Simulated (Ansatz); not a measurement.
For Zn₄TeSeSO (model structure, P222, No. 16, 8 atoms in the cell), PBEsol (plane waves, PAW; Ansatz, a program for electronic structure) gives:

| Item | Result |
|---|---|
| bulk modulus B0 | 74.8 GPa |
| cohesive energy | 3.05 eV/atom |
| band gap | 0.00 eV |

**Question.** What does r²SCAN (Ansatz, plane waves, PAW) give for the same quantities?

**Answer.** 
- bulk modulus: 75.3 GPa (grows by 0.7 %)
- cohesive energy: 2.89 eV/atom (falls by 0.16 eV/atom)
- band gap: 0.29 eV (grows by 0.29 eV)

Changes are worked out from the printed values.

Unless a cell is named, each level is at its own relaxed cell (PBEsol 19.70, r²SCAN 20.03 Å³/atom).

Levels without +SOC leave out spin–orbit coupling, which shifts energies and cells of such heavy elements.

Spin–orbit coupling is included only where a level's name says +SOC; with heavier elements it mostly lowers gaps and can invert bands. A gap of zero means that the bands touch or overlap. Density-functional gaps are differences of (generalised) Kohn–Sham levels.

Caveats: the bulk modulus is −V dP/dV from two relaxed cells at ±2 % in volume (PBEsol, r²SCAN). Ansatz's density-functional and Hartree–Fock values are scalar-relativistic unless marked +SOC, with PAW data made under PBE.

A model structure was made by putting elements into a prototype or built by hand; it is no filed structure, need not be a known phase, and can be a saddle point held by its symmetry.
